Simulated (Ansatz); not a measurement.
Consider GeSe in the GeS type structure (space group Pnma, No. 62; a = 10.9616 Å, b = 3.8761 Å, c = 4.4314 Å; layered, stacked along the Cartesian x axis). Axes: x, y, z lie along a, b, c of the conventional cell.

All numbers come from PBE-D3(BJ) (Ansatz, a quantum-chemistry and plane-wave program; PAW; 420 eV plane waves; no spin-orbit coupling), earlier PAW set.

Base values:

The width of the top valence band is 1.54 eV and the pressure comes out as 0.01 GPa.

One thing is altered: biaxial strain +2.80 %, plane normal [001], relaxed out of plane (Cartesian); in-plane vectors clamped, the third vector and the atoms free.

Problem. What does the calculation give for the width of the top valence band after the change?

Solution. The width of the top valence band goes up by 0.13 eV, from 1.54 eV to 1.67 eV.

Problem. What does the calculation give for the pressure after the change?

Solution. The pressure (mean of the normal stresses, compression positive) falls by 0.88 GPa, from 0.01 GPa to -0.87 GPa.

Problem. What does the calculation give for the ratio −ε⊥/ε∥ after the change?

Solution. The ratio −ε⊥/ε∥ amounts to 1.29.

The levels and masses belong to the bands next to the band gap. No phonon test of stability was made. The D3 term's C6 switches between coordination references near this geometry, which can add small steps to energies.
